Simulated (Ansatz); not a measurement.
Re under a change: pressure 22.5 GPa

The reference is Re in the hcp (Mg type) structure (space group P6_3/mmc, No. 194; a = 2.775 Å, c = 4.483 Å).

The change: a hydrostatic pressure of 22.5 GPa.

All numbers come from Ansatz (a quantum-chemistry and plane-wave program), PBE, PAW, cutoff 420 eV, spin-orbit coupling left out. Γ-centred 19×19×11 mesh, Fermi–Dirac width 0.05 eV.

| quantity | base | changed | shift |
|---|---|---|---|
| density | 20.68 g/cm³ | 21.85 g/cm³ | +1.163 g/cm³ |
| lattice parameter a | 5.244 bohr | 5.150 bohr | -0.0947 bohr |
| c/a ratio | 1.615 | 1.615 | 0.000 |
| shortest interatomic distance | 5.207 bohr | 5.112 bohr | -0.0942 bohr |
| band gap | zero | zero | – |

Final structure:

```yaml
crystal:
  lattice:
    - [2.72502, 0.00000, 0.00000]
    - [-1.36251, 2.35994, 0.00000]
    - [0.00000, 0.00000, 4.40178]
  atoms:
    - { symbol: Re, position: [0.66667, 0.33333, 0.75000] }
    - { symbol: Re, position: [0.33333, 0.66667, 0.25000] }
```

Load acts through the strain it causes; cell and atoms are relaxed under it. Stability against distortions was not tested. Competing high-pressure phases were not computed. All final runs are without spin polarisation.
